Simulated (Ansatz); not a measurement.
Density of states of Ag (Fm-3m) near the Fermi level, PBEsol, rigid bands in Ansatz (a first-principles code).

(E − E_F (eV), states/eV/cell): (-1.95, 0.22); (-1.85, 0.22); (-1.75, 0.22); (-1.65, 0.22); (-1.55, 0.23); (-1.45, 0.23); (-1.35, 0.23); (-1.25, 0.23); (-1.15, 0.23); (-1.05, 0.24); (-0.95, 0.24); (-0.85, 0.24); (-0.75, 0.25); (-0.65, 0.25); (-0.55, 0.26); (-0.45, 0.26); (-0.35, 0.26); (-0.25, 0.26); (-0.15, 0.26); (-0.05, 0.26); (0.05, 0.26); (0.15, 0.26); (0.25, 0.26); (0.35, 0.26); (0.45, 0.26); (0.55, 0.26); (0.65, 0.26); (0.75, 0.26); (0.85, 0.26); (0.95, 0.26); (1.05, 0.26); (1.15, 0.26); (1.25, 0.26); (1.35, 0.26); (1.45, 0.26); (1.55, 0.26); (1.65, 0.26); (1.75, 0.26); (1.85, 0.25); (1.95, 0.25)

Q: With 1 atom a cell, what bare Sommerfeld coefficient γ = (π²/3) k_B² N(E_F) follows?

A: N(E_F) ≈ 0.26 states/eV a cell at 300 K, so γ ≈ 0.62 mJ/(mol of atoms·K²), before many-body enhancement (phonons, spin fluctuations, correlation).

Q: How far does the Fermi level move in a rigid band for 0.1 electron a cell added or removed?

A: 381 meV and -380 meV.

A metal at this level (no band gap); rigid bands, thermally averaged at 300 K, both spins. Spin-orbit coupling is left out. Geometry: cell and atoms relaxed with PBEsol.
